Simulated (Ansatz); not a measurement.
The starting structures come from a database of crystals and need not be the phases stable at ambient conditions.

**Evanescent states of CaPdF$_{6}$ (R-3, not sure to be the ambient phase, 8 atoms a cell, 14.0 Å³ an atom) along the normal of (001)**

These are r2SCAN (plane waves, PAW; Ansatz, a quantum-chemistry and plane-wave program) values and carry that method's errors.

The gap is the functional's own, uncorrected, and κ follows it; spin-orbit coupling is left out. Mid-gap values are interpolated between the computed energies.

Energies count from the valence-band top; κ is the least over a 12×12 mesh across the current.

| E (eV) | κ (1/Å) | where |
|---|---|---|
| 0.07 | 0.245 | off Γ |
| 0.21 | 0.407 | off Γ |
| 0.35 | 0.510 | off Γ |
| 0.49 | 0.584 | off Γ |
| 0.63 | 0.622 | off Γ |
| 0.77 | 0.646 | off Γ |
| 0.91 | 0.665 | off Γ |
| 1.05 | 0.676 | off Γ |
| 1.19 | 0.680 | off Γ |
| 1.33 | 0.681 | off Γ |
| 1.47 | 0.672 | off Γ |
| 1.61 | 0.660 | off Γ |
| 1.75 | 0.639 | Γ |
| 1.89 | 0.614 | Γ |
| 2.03 | 0.583 | Γ |
| 2.17 | 0.545 | Γ |
| 2.31 | 0.497 | Γ |
| 2.45 | 0.416 | off Γ |
| 2.59 | 0.267 | off Γ |

Question: How thick must the barrier be to attenuate the transmission by 10^4 when the electrodes' Fermi level lies at 2.45 eV, and what attenuation does that film give at 1.19 eV?

Answer: d = 4 ln 10 / (2 × 0.416) = 11.1 Å. At 1.19 eV it gives 4 × 0.680/0.416 = 6.5 decades.
